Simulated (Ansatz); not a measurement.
Results of LDA in Ansatz (PAW) for L1₂ (Cu3Au-type) Al₃Sc.

Run with plane-wave cutoff 520 eV, 16×16×16 k mesh, Fermi–Dirac smearing 0.077 eV (set by the program), scalar-relativistic PAW data made under PBE.

Computed at the level's own relaxed cell.

Elastic tensor (GPa, Voigt notation, ions relaxed):

```
  200.6    44.4    44.4     0.0     0.0     0.0
   44.4   200.6    44.4     0.0     0.0     0.0
   44.4    44.4   200.6     0.0     0.0     0.0
    0.0     0.0     0.0    80.5     0.0     0.0
    0.0     0.0     0.0     0.0    80.5     0.0
    0.0     0.0     0.0     0.0     0.0    80.5
```

Worked from these constants: the tetragonal shear constant is C′ = (C11 − C12)/2 = 78.1 GPa against C44 = 80.5 GPa, so the tetragonal shear is the softer. The Zener ratio C44/C′ is 1.03 (1 for an isotropic solid), and the Cauchy pressure C12 − C44 is -36.1 GPa. With C11 + 2C12 = 289.4 GPa all three Born conditions hold; they don't test modes at the zone boundary.

Ansatz is a first-principles code.
